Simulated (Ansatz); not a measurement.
**A constructed model of the (111)B surface of zinc-blende GaAs, from a spin-polarised start, As-terminated, 2x2 As adatom at T1 (bottom of the slab: 3 H on 4 bottom sites)**

The numbers are results of PBE (plane waves to 420 eV, PAW; Ansatz, a quantum-chemistry and plane-wave program), not measurements.

Model: 36-atom slab, 14.9 Å thick at the start with caps and adatoms, 3x3x1 mesh, Fermi-Dirac 0.025 eV, dipole correction, 8 atoms held, the rest relaxed; held to the start's symmetry, so lower structures may exist; spin-polarised from one start with parallel moments (other orders not tried), ending with about 0.5 μB a cell, a value that depends on the mesh; orders that need a larger cell were not tried, no spin-orbit, no U. The slab shows no gap on its mesh. In PBE it lies 0.40 eV a 1x1 cell over the lowest computed structure of the same composition (2x2 As adatom at T4).

```yaml
work_function_of_the_top_face: 5.20 eV
energy_released_by_relaxation: 0.82 eV
cost: around 50 core-minutes (rough)
```
